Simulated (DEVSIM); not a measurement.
Device: abrupt InP p-n junction, at 400 K.

```
layer (left to right)  material  thickness (μm)  Nd (cm⁻³)  Na (cm⁻³)  τn (s)  τp (s)
---------------------  --------  --------------  ---------  ---------  ------  ------
1                           InP            2.50          -     1.3e15  2.4e-9  2.4e-9
2                           InP            1.60     4.2e17          -  2.4e-9  2.4e-9
```

Left contact: ohmic. Right contact: ohmic. Voltage is applied to the left contact. Recombination: SRH at mid-gap, radiative. Mobility is μmin + (μ − μmin)/(1 + (N/Nref)^α).

This is a model device: material constants are rounded textbook-type values typed into the input, and sizes, dopings and lifetimes were drawn at random. Values at 300 K; Nc and Nv go as T^1.5, mobilities as T to minus their exponent, the gap by Varshni's rule with the affinity fixed.

| parameter | InP |
|---|---|
| gap (eV) | 1.344 |
| affinity (eV) | 4.38 |
| permittivity | 12.5 |
| Nc (cm⁻³) | 5.7e17 |
| Nv (cm⁻³) | 1.1e19 |
| μn (cm²/Vs) | 5200 |
| μp (cm²/Vs) | 170 |
| μn,min | 400 |
| μp,min | 10 |
| Nref,n | 3e17 |
| Nref,p | 4.9e17 |
| αn | 0.47 |
| αp | 0.62 |
| T exponent of μn | 2 |
| T exponent of μp | 2 |
| B (cm³/s) | 1.2e-10 |
| Varshni α (eV/K) | 0.000363 |
| Varshni β (K) | 162 |

Model (solved in DEVSIM): 1D drift-diffusion, Boltzmann statistics, complete ionisation; no tunnelling, impact ionisation, image-force lowering or self-heating.

The doping Na of layer 1 was swept, all else fixed.

```
doping Na of layer 1 (cm^-3)  dark forward voltage at 100 A/cm² (V)  potential step across the device at zero bias (V)  largest field in the device at zero bias (V/cm)  dark forward voltage at 1 A/cm² (V)
----------------------------  -------------------------------------  -------------------------------------------------  -----------------------------------------------  -----------------------------------
3.9e13                                                        0.851                                              0.839                                            39000                                0.453
1.3e14                                                        0.804                                              0.880                                            40000                                0.507
3.9e14                                                        0.794                                              0.918                                            40000                                0.552
1.3e15                                                        0.803                                              0.959                                            42000                                0.598
3.9e15                                                        0.825                                              0.997                                            47000                                0.639
1.3e16                                                        0.857                                              1.039                                            65000                                0.684
3.9e16                                                        0.893                                              1.077                                           100000                                0.726
```

From the first row to the last the dark forward voltage at 100 A/cm² goes from 0.851 to 0.893. From the first row to the last the potential step across the device at zero bias goes from 0.839 to 1.077.
